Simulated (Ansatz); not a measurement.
# NbAs (model structure, started from the WC type, P-6m2, No. 187, 2 atoms in the cell): lattice parameter c by level of theory

No measured value is used here.

```csv
level (code),value (Å)
LDA (Ansatz),3.439
PBE (Ansatz),3.488
PBE-D3(BJ) (Ansatz),3.471
```

LDA, PBE, PBE-D3(BJ): the run has no spin polarisation, so it can have missed a magnetic state. Ansatz's density-functional and Hartree–Fock values are scalar-relativistic unless marked +SOC, with PAW data made under PBE.

A model structure was made by putting elements into a prototype or built by hand; it is no filed structure, need not be a known phase, and can be a saddle point held by its symmetry.

Ansatz is a first-principles code.
